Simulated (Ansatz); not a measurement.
## GaP: response to strain

The parent structure is GaP in the zinc blende structure (space group F-43m, No. 216).

```
CELL_PARAMETERS angstrom
      0.00000     2.72569     2.72569
      2.72569     0.00000     2.72569
      2.72569     2.72569     0.00000
ATOMIC_POSITIONS crystal
  P  0.75000 0.75000 0.75000
  Ga 0.00000 0.00000 0.00000
```

Cartesian axes are those of the cell as printed.

Strains are applied to the cell and any free atomic positions relax; under biaxial strain the out-of-plane vector relaxes too; under stress the whole cell relaxes.

All numbers come from Ansatz (a quantum-chemistry and plane-wave program), r2SCAN, PAW, cutoff 500 eV, spin-orbit coupling left out.

```csv
case,gap character,band gap,volume per atom,space group,smallest direct gap
base,"indirect, Γ → Γ–X (87 % along)",1.85 eV,20.25 Å³,F-43m (No. 216),2.36 eV
"biaxial strain +1.86 %, plane normal [001], relaxed out of plane","indirect, Γ → Γ–M (87 % along)",1.55 eV,20.68 Å³,I-4m2 (No. 119),2.04 eV
"biaxial strain +0.82 %, plane normal [110], relaxed out of plane","indirect, Γ → Γ–T (80 % along)",1.80 eV,20.50 Å³,Imm2 (No. 44),2.19 eV
"biaxial strain +2.36 %, plane normal [110], relaxed out of plane","indirect, Γ → R",1.59 eV,20.99 Å³,Imm2 (No. 44),1.83 eV
isotropic strain −1.49 %,"indirect, Γ → Γ–X (87 % along)",1.76 eV,19.36 Å³,F-43m (No. 216),2.76 eV
isotropic strain −1.18 %,"indirect, Γ → Γ–X (87 % along)",1.78 eV,19.54 Å³,F-43m (No. 216),2.68 eV
uniaxial strain ε_zz = −0.49 %,"indirect, Γ → Γ–M (87 % along)",1.79 eV,20.15 Å³,I-4m2 (No. 119),2.39 eV
"uniaxial stress, 3 GPa tension along x","indirect, Γ → Γ–X (87 % along)",1.69 eV,20.48 Å³,I-4m2 (No. 119),2.18 eV
tensor shear ε_xy = +0.64 %,"indirect, Γ → Γ–X (93 % along)",1.79 eV,20.25 Å³,Imm2 (No. 44),2.30 eV
"uniaxial stress, 2 GPa tension along z","indirect, Γ → Γ–X (87 % along)",1.74 eV,20.40 Å³,I-4m2 (No. 119),2.24 eV
```

A biaxial case was relaxed in a doubled cell and then solved in the primitive one. Stability under load was not tested beyond the relaxation. k-point labels follow each cell's own Brillouin zone.
